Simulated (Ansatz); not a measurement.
## Ge under a change: x(Si) = 0.625, 8 atoms, Cm

Take Ge in the diamond structure (space group Fd-3m, No. 227; a = 5.762 Å) as the base.

The other end (x = 1) is Si in the diamond structure (space group Fd-3m, No. 227): 20.46 Å³/atom, gap 0.61 eV.

The change: a fraction x = 0.625 of the Ge sites is given to Si, ordered in a cell of 8 atoms (starting symmetry Cm) and fully relaxed.

The values are results of DFT with PBE, PAW potentials and a 420 eV plane-wave cutoff in Ansatz (a quantum-chemistry and plane-wave program), scalar-relativistic without spin-orbit coupling, not measurements. Settings: 9×9×5 k-points, 0.05 eV Fermi–Dirac smearing, for the changed cell.

The volume per atom falls by 2.34 Å³, from 23.91 Å³ to 21.57 Å³ and the density shrinks by 1.60 g/cm³ (5.05 g/cm³ → 3.45 g/cm³). The shortest interatomic distance drops by 0.136 Å, from 2.495 Å to 2.359 Å and the band gap becomes 0.59 eV (base: zero). The gap character (in this cell's own zone, which can be folded) is indirect, Γ → k = (0.444, 0.444, -0.200) in the run's primitive reciprocal basis and the valence-band top at Γ (three highest levels, from the VBM) amounts to 0.00, -0.02, -0.03 eV. The mixing energy amounts to +0.01 eV/atom (to 0.01 eV only: unlike meshes or grids) and the deviation of the volume from the linear (Vegard-type) interpolation amounts to -0.9 %.

Cost of the whole job for the changed cell (relaxation, final SCF and bands): about 9 core-minutes (a rough figure).

These are small ordered cells, not random alloys; other orderings at the same x differ. No phonon test of stability was made. A zero or small gap of Ge can be the functional's error rather than a property of the material. k-point labels follow each cell's own Brillouin zone.
